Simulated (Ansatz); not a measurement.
Base system: SiC in the zinc blende structure (space group F-43m, No. 216; a = 4.3797 Å).

It is then changed as follows: every lattice vector is shortened by 2.53 %, atoms relaxed at fixed cell.

Levels (all Ansatz, an electronic-structure program, PAW, earlier PAW set): PBE (420 eV, spin-orbit coupling left out); HSE06+SOC (420 eV, with spin-orbit coupling).

The geometry is relaxed with PBE.

| Item | Value |
|---|---|
| PBE valence-band top at Γ | 0.00, 0.00, 0.00 eV |
| PBE band gap | 1.30 eV |

Task: Predict the valence-band top at Γ and band gap from HSE06+SOC.

Result: The valence-band top at Γ (three highest Kramers pairs, from the VBM) becomes 0.00, 0.00, -0.02 eV (PBE: 0.00, 0.00, 0.00 eV); the band gap rises by 0.88 eV to 2.18 eV. The threefold valence maximum splits by Δso ≈ 16 meV.

Single points use the geometry relaxed with PBE. HSE06 was sampled on its mesh, a few special points and the semilocal edge points, so its gap is an upper bound. The spin-orbit shifts are approximate. The cells carry an imposed strain or load. No phonon test of stability was made.
